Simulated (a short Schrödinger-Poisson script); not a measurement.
**Symmetric double-gate stack, SiO2 on p-type Si(100)**

Structure: symmetric double-gate stack, SiO2 on p-type Si(100), at 300 K.

```tsv
layer	material	thickness (nm)	Na (cm⁻³)
1	SiO2	3.7	-
2	Si	14	1e16
3	SiO2	3.7	-
```

Constants are typed, rounded textbook-type inputs, not results; the design itself was drawn at random and stands for no fabricated device. SiO2: permittivity 3.9, conduction-band edge (eV) 3.15, gap (eV) 9, electron mass (mₑ) 0.5. Si: permittivity 11.7, conduction-band edge (eV) 0, gap (eV) 1.124, Nv at 300 K (cm⁻³) 3.1e19.

Channel valleys (confinement mass, in-plane density-of-states mass, number): Δ2 0.916, 0.19, 2; Δ4 0.19, 0.417, 4. At the gates, both at one voltage, the conduction-band edge of layer 1 lies 3.38 eV − eVg above the Fermi level of the channel. Gaps are held at their typed values at every temperature. Mesh 0.03 nm at interfaces.

From a short Schrödinger-Poisson script (our own, NumPy): 1D Poisson equation in equilibrium, electrons quantum, Hartree (BenDaniel-Duke, 12 states a valley, the channel's in-plane mass for all, wave functions ending at the dielectric), parabolic valleys, classical holes, full ionisation, no traps, pinning or gate leakage.

| Vg (V) | electrons (cm⁻²) | C (μF/cm²) | Δ2 E0 (meV) | Δ2 E1 (meV) | Δ4 E0 (meV) | Δ4 E1 (meV) |
|---|---|---|---|---|---|---|
| 0 | 3.47e9 | 0.0216 | 234.0 | 240.2 | 242.0 | 272.2 |
| 0.3 | 1.34e12 | 1.27 | 79.9 | 81.2 | 91.1 | 115.2 |
| 0.6 | 3.96e12 | 1.49 | 43.3 | 43.4 | 68.4 | 85.7 |
| 0.9 | 6.83e12 | 1.57 | 21.1 | 21.1 | 59.0 | 72.4 |
| 1.2 | 9.82e12 | 1.61 | 4.8 | 4.8 | 53.3 | 64.3 |
| 1.5 | 1.29e13 | 1.64 | -8.3 | -8.3 | 49.3 | 58.6 |
| 1.8 | 1.60e13 | 1.66 | -19.7 | -19.7 | 46.1 | 54.2 |
| 2.1 | 1.91e13 | 1.67 | -29.9 | -29.9 | 43.3 | 50.5 |
| 2.4 | 2.22e13 | 1.68 | -39.4 | -39.4 | 40.8 | 47.2 |

Gate voltages with under 1e6 electrons/cm² are left out.

Subbands count from the Fermi level. The capacitance is that of both gates.
